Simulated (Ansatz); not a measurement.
## Cs under a change: tensor shear ε_xz = +2.00 %

Base system: Cs in the fcc (Cu type) structure (space group Fm-3m, No. 225; a = 7.577 Å; relaxed with 0.1 eV smearing). Axes: x, y, z lie along the cube axes.

It is then changed as follows: a pure shear with ε_xz = ε_zx = 0.0200; the atoms relax in the strained cell.

Level of theory: PBEsol in Ansatz (plane waves to 420 eV, PAW, no spin-orbit coupling). k-mesh 15×15×15 (Γ-centred); smearing 0.1 eV (Fermi–Dirac).

* **Volume per atom**: 108.71 Å³ (base 108.76 Å³)
* **Energy relative to the base (free energy F)**: +0.8 meV/atom
* **Pressure (mean of the normal stresses, compression positive)**: 0.0 GPa (base 0.0 GPa)
* **Band gap**: zero (base zero)
* **Stress (xx, yy, zz, yz, xz, xy; compression positive)**: (0.0, 0.0, 0.0, 0.0, -0.1, 0.0) GPa

Final structure:

```yaml
crystal:
  lattice:
    - [0.07577, 3.78859, 3.78859]
    - [3.86436, 0.00000, 3.86436]
    - [3.78859, 3.78859, 0.07577]
  atoms:
    - { symbol: Cs, position: [0.00000, 0.00000, 0.00000] }
```

Whether these cells are dynamically stable was not tested. The final runs are not spin-polarised. This is not the structure that Cs has at room temperature and ambient pressure.

Ansatz is an electronic-structure program.
